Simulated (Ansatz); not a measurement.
Consider ZrO₂ in the fluorite structure (space group Fm-3m, No. 225).

```yaml
crystal:
  lattice:
    - [0.00000, 2.55794, 2.55794]
    - [2.55794, 0.00000, 2.55794]
    - [2.55794, 2.55794, 0.00000]
  atoms:
    - { symbol: Zr, position: [0.00000, 0.00000, 0.00000] }
    - { symbol: O, position: [0.25000, 0.25000, 0.25000] }
    - { symbol: O, position: [0.75000, 0.75000, 0.75000] }
```

Level of theory: PBE, PAW, 420 eV (Ansatz, a program for electronic structure; spin-orbit coupling left out), earlier PAW set.

For the base:

| Item | Result |
|---|---|
| Valley order | Γ 3.32 eV; X along ⟨100⟩ 3.75 eV; a point along ⟨110⟩, about 0.8 Å⁻¹ from Γ 3.76 eV; L along ⟨111⟩ 3.94 eV |
| Pressure | 0.00 GPa |

Perturbation: the cell is scaled by 0.9862 in all directions, atoms relaxed at fixed cell.

Problem. Predict the new mean gap deformation potential ΔEg/Δln V, valley order, pressure and energy relative to the base.

Solution. The mean gap deformation potential ΔEg/Δln V amounts to -2.8 eV; the valley order (the lowest conduction-band minima on the path, energy above the VBM, named in the base's zone) goes from Γ 3.32 eV; X along ⟨100⟩ 3.75 eV; a point along ⟨110⟩, about 0.8 Å⁻¹ from Γ 3.76 eV; L along ⟨111⟩ 3.94 eV to Γ 3.44 eV; X along ⟨100⟩ 3.90 eV; a point along ⟨110⟩, about 0.8 Å⁻¹ from Γ 3.90 eV; L along ⟨111⟩ 4.10 eV; the pressure goes from zero to 10.74 GPa; the energy goes up by 15 meV/atom.

The cells carry an imposed strain or load. Stability against distortions was not tested. This is not the structure that ZrO2 has at room temperature and ambient pressure.
